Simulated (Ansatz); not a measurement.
For Ag (model structure, started from the simple cubic type, Pm-3m, No. 221, 1 atom in the cell), LDA in Ansatz (plane waves, PAW) gives:

```
Quantity                   Value
------------------  ------------
lattice constant a       2.646 Å
bulk modulus B0          105 GPa
cohesive energy     3.22 eV/atom
```

Problem. What does r²SCAN (PAW; Ansatz, a program for electronic structure) give for the same quantities?

Solution. 
- lattice constant a: 2.715 Å (rises by 2.6 %)
- bulk modulus: 78.8 GPa (decreases by 25 %)
- cohesive energy: 2.53 eV/atom (drops by 0.69 eV/atom)

Changes are worked out from the printed values.

Unless a cell is named, each level is at its own relaxed cell (LDA 18.54, r²SCAN 20.00 Å³/atom).

Caveats: the bulk modulus is −V dP/dV from two relaxed cells at ±2 % in volume (LDA, r²SCAN). Ansatz's density-functional and Hartree–Fock values are scalar-relativistic unless marked +SOC, with PAW data made under PBE.

A model structure was made by putting elements into a prototype or built by hand; it is no filed structure, need not be a known phase, and can be a saddle point held by its symmetry.
